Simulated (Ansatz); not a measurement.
# What tensor shear ε_xy = +1.14 % does to NaF

The reference is NaF in the rock salt structure (space group Fm-3m, No. 225; a = 4.629 Å). Axes: x, y, z lie along the cube axes.

Modification: tensor shear ε_xy = +1.14 % (engineering shear γ = 0.0228), atoms relaxed at fixed cell.

Method: PBEsol in Ansatz (plane waves to 420 eV, PAW, no SOC). Settings: 12×12×12 k-points, 0.05 eV Fermi–Dirac smearing.

The volume per atom is still 12.40 Å³ and the space group becomes Immm (No. 71) (base: Fm-3m (No. 225)). The shortest interatomic distance is still 2.315 Å and the energy rises by 0.6 meV/atom. The band gap falls by 0.034 eV, from 6.20 eV to 6.16 eV and the gap character remains direct at Γ. The electron mass is still 0.56 mₑ (at Γ) and the valence-band top at Γ (three highest levels, from the VBM) changes from 0.00, 0.00, 0.00 eV to 0.00, -0.03, -0.06 eV. The stress (xx, yy, zz, yz, xz, xy; compression positive) comes out as (0.01, 0.01, -0.01, 0.00, 0.00, -0.62) GPa.

The cells carry an imposed strain or load. Masses are band curvatures over ±0.01 Å⁻¹ around the edge. No phonon test of stability was made. k-point labels follow each cell's own Brillouin zone.

Ansatz is a first-principles code.
